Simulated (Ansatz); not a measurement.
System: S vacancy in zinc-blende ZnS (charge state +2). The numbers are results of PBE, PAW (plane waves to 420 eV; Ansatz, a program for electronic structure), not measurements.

Settings: 64 host sites, the relaxed PBE lattice, the Γ point alone, smearing 0.01 eV, spin-restricted, no image-charge correction. No zero-point or tunnelling terms. The charge state is imposed; whether it is stable for some Fermi level was not computed. Forms of the defect that were not tried may lie lower.

Barriers: single points on a 2×2×2 k-point mesh shifted by half a step at the bands' geometries (they differ from the bands' own by up to 0.17 eV, and are uncertain by about as much).

Relaxed starting cell (atoms counted from 1):

```
CELL_PARAMETERS angstrom
     10.88716     0.00000     0.00000
      0.00000    10.88716     0.00000
      0.00000     0.00000    10.88716
ATOMIC_POSITIONS crystal
  Zn 0.00001 0.00052 0.99717
  Zn 0.96951 0.96999 0.53071
  Zn 0.99879 0.50252 0.99818
  Zn 0.00001 0.50355 0.50023
  Zn 0.50202 0.99929 0.99819
  Zn 0.50308 0.00047 0.50019
  Zn 0.50025 0.50073 0.99997
  Zn 0.50204 0.50249 0.50139
  S  0.12476 0.12523 0.87547
  S  0.12473 0.62523 0.37547
  S  0.12476 0.62523 0.87546
  S  0.62474 0.12524 0.37546
  S  0.62475 0.12523 0.87548
  S  0.62475 0.62524 0.37546
  S  0.62474 0.62523 0.87546
  Zn 0.96952 0.28049 0.22025
  Zn 0.00003 0.24997 0.75380
  Zn 0.99997 0.74692 0.25075
  Zn 0.99880 0.74796 0.75276
  Zn 0.50306 0.24997 0.25070
  Zn 0.50202 0.25116 0.75274
  Zn 0.50202 0.74795 0.24950
  Zn 0.50023 0.74974 0.75099
  S  0.12701 0.37672 0.12399
  S  0.12250 0.37670 0.62694
  S  0.12247 0.87377 0.12402
  S  0.12702 0.87375 0.62694
  S  0.62478 0.37534 0.12536
  S  0.62472 0.37532 0.62556
  S  0.62472 0.87513 0.12536
  S  0.62477 0.87513 0.62559
  Zn 0.27998 0.97001 0.22026
  Zn 0.24950 0.00050 0.75376
  Zn 0.24948 0.50357 0.25072
  Zn 0.25072 0.50251 0.75273
  Zn 0.74641 0.00049 0.25073
  Zn 0.74747 0.99929 0.75274
  Zn 0.74747 0.50252 0.24951
  Zn 0.74923 0.50072 0.75098
  S  0.37621 0.12750 0.12399
  S  0.37623 0.12297 0.62692
  S  0.37484 0.62527 0.12535
  S  0.37487 0.62520 0.62556
  S  0.87328 0.12298 0.12402
  S  0.87329 0.12750 0.62695
  S  0.87464 0.62522 0.12535
  S  0.87464 0.62526 0.62560
  Zn 0.24948 0.24999 0.99714
  Zn 0.27999 0.28046 0.53066
  Zn 0.25066 0.74798 0.99821
  Zn 0.24948 0.74688 0.50021
  Zn 0.74749 0.25118 0.99820
  Zn 0.74643 0.24996 0.50021
  Zn 0.74924 0.74974 0.99994
  Zn 0.74746 0.74795 0.50146
  S  0.37622 0.37671 0.37317
  S  0.37486 0.37533 0.87544
  S  0.37622 0.87374 0.37774
  S  0.37483 0.87514 0.87550
  S  0.87327 0.37672 0.37774
  S  0.87465 0.37533 0.87549
  S  0.87325 0.87376 0.37322
  S  0.87466 0.87515 0.87545
```
Cell charge +2.

End state 1 differs by these moves (Å; atoms that move under 0.08 Å are left out):

```tsv
atom	element	Δx	Δy	Δz
2	Zn	0.33	0.29	-0.33
4	Zn	-0.33	0.29	-0.33
16	Zn	0.33	-0.33	0.29
17	Zn	-0.33	-0.33	0.29
25	S	0.00	-2.76	-2.76
32	Zn	-0.32	0.30	0.30
35	Zn	0.32	0.30	0.30
49	Zn	0.00	-0.66	-0.66
```

**Question.** What is the computed forward and backward barriers to end state 1 (PBE, PAW)?

**Answer.** forward 1.65 eV, backward 1.65 eV; at the saddle point atom 25 has neighbours Zn at 2.21, Zn at 2.49, Zn at 2.50 Å. The program found a first-order saddle point.
